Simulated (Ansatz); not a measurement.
A self-consistent single point of MgPd5 (R3, 6 atoms in the cell) with Ansatz (an electronic-structure program).

Method of the run: PBEsol, default PAW files made with PBE (plane waves; Ansatz).

```
MgPd5
1.0
    2.41505     1.39433     4.57238
   -2.41505     1.39433     4.57238
    0.00000    -2.78865     4.57238
Mg Pd
1 5
Direct
  0.00364   0.00364   0.00364
  0.50000   0.83166   0.16834
  0.16834   0.50000   0.83166
  0.83166   0.16834   0.50000
  0.33173   0.33173   0.33173
  0.66827   0.66827   0.66827
```

Reference input (self-consistent single point, DFT, PBEsol, plane waves, default PAW files made with PBE): basis.ecutwfc = 420 eV; kpoints.mp_grid.grid = 7 7 7; hamiltonian.xc = pbesol; hamiltonian.pseudopotentials = {kind: paw} (the program's default PAW files); scf.occupations.method = gaussian; scf.occupations.width = 0.1 eV. This run's input differs from it in these lines:

Ansatz 0.2 input:
```diff
@@ -16,3 +16,3 @@
 kpoints:
-  mp_grid: { grid: [7, 7, 7] }
+  mp_grid: { grid: [12, 12, 12] }
 hamiltonian:
@@ -21,3 +21,3 @@
 scf:
-  occupations: { method: gaussian, width: 0.1 eV }
+  occupations: { method: gaussian, width: 0.01 eV }
 output:
```

Output, abridged:

```
SCF iter   1: F=—  HF=-36447.084826 eV  |F-HF|=—  |Δ(HF+E_count)|=         —  Δρ=1.17e-2  dr2=1.29e-1  ethr=1.77e-3  ⟨swp⟩=6.0  Hψ=57691  notcnv=0  defer=72
all-band conjugate gradients solve this SCF's bands
preconditioner: auto → Kerker (q_TF=auto, 2.765 Å⁻¹)
SCF iter   2: F=—  HF=-36447.069263 eV  |F-HF|=—  |Δ(HF+E_count)|=   1.56e-2  Δρ=4.43e-3  dr2=2.10e-2  ethr=1.29e-4  ⟨swp⟩=2.3  Hψ=23585  notcnv=0  defer=1448
   [... lines left out ...]
SCF iter   5: F=—  HF=-36447.065912 eV  |F-HF|=—  |Δ(HF+E_count)|=   5.80e-6  Δρ=1.11e-4  dr2=2.16e-5  ethr=9.91e-8  ⟨swp⟩=2.1  Hψ=22888  notcnv=0  defer=1448
SCF iter   6: F=—  HF=-36447.065907 eV  |F-HF|=—  |Δ(HF+E_count)|=   4.24e-6  Δρ=2.77e-5  dr2=1.25e-6  ethr=2.16e-8  ⟨swp⟩=2.3  Hψ=20264  notcnv=0  defer=1448
SCF iter   7: F=—  HF=-36447.065907 eV  |F-HF|=—  |Δ(HF+E_count)|=   3.96e-7  Δρ=9.24e-6  dr2=1.35e-7  ethr=1.25e-9  ⟨swp⟩=2.1  Hψ=23331  notcnv=0  defer=1448
SCF iter   8: F=-36447.065907 eV  HF=-36447.065907 eV  |F-HF|=8.11e-9  |Δ(HF+E_count)|=   2.77e-8  Δρ=2.55e-6  dr2=1.02e-8  ethr=1.00e-10  ⟨swp⟩=8.5  Hψ=63504  notcnv=0
SCF 1 converged in 8 iterations: F = -36447.065907 eV  dr2 = 1.02e-8
Free energy (F): -36447.065907 eV
Internal energy: -36447.065501 eV  (E = F + TS)
E sigma→0 (E₀):  -36447.065704 eV
Entropy (-TS):   -0.000406 eV (-0.068 meV/atom)
Fermi energy:    16.798064 eV
--- Forces (eV/Å), atoms counted from 1 ---
  atom   1  Mg     0.00000000     0.00000000    -0.22768083
  atom   2  Pd     0.08329000    -0.02383351     0.08268639
  atom   3  Pd    -0.02100457     0.08404801     0.08268639
  atom   4  Pd    -0.06228543    -0.06021450     0.08268639
  atom   5  Pd     0.00000000    -0.00000000     0.00751988
  atom   6  Pd     0.00000000    -0.00000000    -0.02789771
--- Stress (GPa, compression-positive) ---
       -6.097673      -0.000000       0.000000
        0.000000      -6.097673       0.000000
        0.000000       0.000000      -5.687475
  P = ⅓ Tr σ = -5.9609 GPa (-59.609 kbar)
  The stress holds the Pulay correction. Without it, at fixed plane waves, as pw.x and ABINIT print it: P = -5.9968 GPa
```

The run converged in 8 iterations. Against the reference run the free energy goes up by 1.8 meV/atom, the pressure moves little (-5.87 to -5.96 GPa) and the largest force stays at 0.228 eV/Å.

The starting cell comes from a database of computed structures (which also holds hypothetical and non-ambient phases and stackings), without a prior relaxation at this level. Its lattice was rescaled by up to half a per cent. One atom was moved a little off its site on purpose. Spin polarisation is off. With a pressure of about -6 GPa the cell is away from its equilibrium volume at this level. Ansatz's pressure includes its estimate of the finite-basis (Pulay) stress.

Cost on one core of a shared machine: roughly 2 min.
